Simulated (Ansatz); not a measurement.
## GaN (model structure, started from the NiAs type, P6₃/mmc, No. 194, 4 atoms in the cell)

Calculation: LDA (PAW; Ansatz, a program for electronic structure).

Run with plane-wave cutoff 520 eV, 12×12×8 k mesh (along the axes of the cell as run), Fermi–Dirac smearing 0.01 eV, scalar-relativistic PAW data made under PBE.

Cell (relaxed at this level):

```
CELL_PARAMETERS angstrom
      2.94182     0.00000     0.00000
     -1.47091     2.54769     0.00000
      0.00000     0.00000     4.99194
ATOMIC_POSITIONS crystal
  Ga 0.00000 0.00000 0.00000
  Ga 0.00000 0.00000 0.50000
  N  0.33333 0.66667 0.25000
  N  0.66667 0.33333 0.75000
```

- band gap = 1.22 eV (on the SCF k mesh)
- bulk modulus = 236 GPa

Note: the bulk modulus is −V dP/dV from two relaxed cells at ±2 % in volume; the relaxation could raise the start's symmetry but not lower it, so the cell can be a saddle point.

Spin–orbit coupling is not included.

Static lattice: no zero-point or thermal effects.

It cost very roughly 70 core-seconds of CPU time.

A model structure was made by putting elements into a prototype or built by hand; it is no filed structure, need not be a known phase, and can be a saddle point held by its symmetry.
